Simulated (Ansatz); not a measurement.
Base system: Ag in the fcc (Cu type) structure (space group Fm-3m, No. 225; a = 4.0009 Å; relaxed with 0.1 eV smearing). Axes: x, y, z lie along the cube axes.

Computed with LDA in Ansatz (plane waves to 420 eV, PAW, spin-orbit coupling left out).

Modification: the cell is stretched by 3.00 % along z with no lateral relaxation, atoms relaxed at fixed cell.

Predict the stress tensor and what it implies for the stiffness.

Stress of the strained cell less that of the base (GPa, compression positive):
```
   -3.3     0.0     0.0
    0.0    -3.3     0.0
    0.0     0.0    -4.6
```

Then −Δσ_ii/ε with ε = 0.0300 gives secant stiffness values (nonlinear terms included at this strain): C33 ≈ 154 GPa, C13 ≈ 110 GPa and C23 ≈ 110 GPa.

As a check, the harmonic strain energy −½ V₀ Δσ:ε is 6.9 meV/atom; the computed energy rise is 7.1 meV/atom.

No phonon test of stability was made.

Ansatz is an electronic-structure program.
